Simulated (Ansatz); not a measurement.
TiAl3 (I4/mmm), PBEsol, DFPT electron-phonon coupling, linearised Boltzmann equation (Ansatz, an electronic-structure program). Phonon-limited resistivity 9.79 μΩ·cm at 300 K along y (a = (-1.91, 1.91, 4.28) Å; b = (1.91, -1.91, 4.28) Å; c = (1.91, 1.91, -4.28) Å), 13.9 μΩ·cm at 400 K, current-weighted mean free path 15.6 nm, Drude plasma energy 4.36 eV.

**Question.** What temperature coefficient of resistance follows, and how does it compare with 1/T?

**Answer.** (ρ₄₀₀ − ρ₃₀₀)/(100 K × ρ₃₀₀) = 4.20×10⁻³ K⁻¹, against 1/T = 3.33×10⁻³ K⁻¹ for a resistivity proportional to T. It lies higher because phonons are still being populated at 300 K; impurities would add a constant and lower it.

**Question.** Estimate the electronic thermal conductivity at 300 K by the Wiedemann-Franz law (L₀ = 2.44×10⁻⁸ W·Ω/K²).

**Answer.** L₀T/ρ = 2.44×10⁻⁸ × 300/(9.79×10⁻⁸) = 74.8 W/(m·K). Inelastic scattering puts the true Lorenz number somewhat under L₀ near and below the Debye temperature.

**Question.** What is the classical skin depth at 1 GHz (nonmagnetic, μ₀ = 1.257×10⁻⁶ H/m)?

**Answer.** δ = √(ρ/(π f μ₀)) = 4980 nm.

A metal at this level (no band gap). Only scattering by harmonic phonons is included (no impurities, grain boundaries, electron-electron scattering or thermal expansion). Spin-orbit coupling is left out. Halving the electron mesh (20x20x20) moves the resistivity by up to 3 % at 300 K, the mean free path by up to 7 %. Smearing 0.20 eV; phonons on a 5x5x5 q mesh, which this run doesn't test.

Computed structure with no diffraction record at hand here (it may be known, metastable or hypothetical): TiAl3 (I4/mmm).
